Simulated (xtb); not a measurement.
xtb 6.7.1, GFN1-xTB: Sn(H)(Et)(OH)2 (C[CH2][SnH]([OH])[OH]), 13 atoms. The geometry is a generated start, not checked to be a minimum at this level.

- run flags = --grad
- method = GFN1-xTB
- --acc = 1 (default)
- --etemp (K) = 300 (default)
- basis functions = 42
- valence electrons = 32

```xyz
13

Sn     1.0934    -0.0078     0.5276
O      1.8257     1.5331    -0.4835
O      2.5017    -1.2976     0.1252
C     -0.7855    -0.7327    -0.3257
C     -1.9916     0.1367    -0.0413
H      1.1689     0.3835     2.1997
H      1.4014     2.3803    -0.3705
H      3.2219    -0.9060    -0.3704
H     -0.5920    -0.8014    -1.3964
H     -0.9315    -1.7389     0.0603
H     -2.1708     0.2297     1.0273
H     -2.8745    -0.3125    -0.4953
H     -1.8669     1.1337    -0.4568
```

One run each on 1 thread. Values of broydamp tried: 0.02, 0.05, 0.1, 0.2, 0.4 (default), 0.6, 0.8, 1.

Q: Predict the course of the SCC iterations along this series.

A: Fewest SCC iterations, within one of each other: 0.4 (default) with 10, 0.6 with 10, 0.8 with 11. The count rises to 17 at 0.02. All converge to one solution.

```csv
broydamp,SCC iterations,end
0.02,17,same solution
0.05,16,same solution
0.1,14,same solution
0.2,12,same solution
0.4 (default),10,same solution
0.6,10,same solution
0.8,11,same solution
1,13,same solution
```
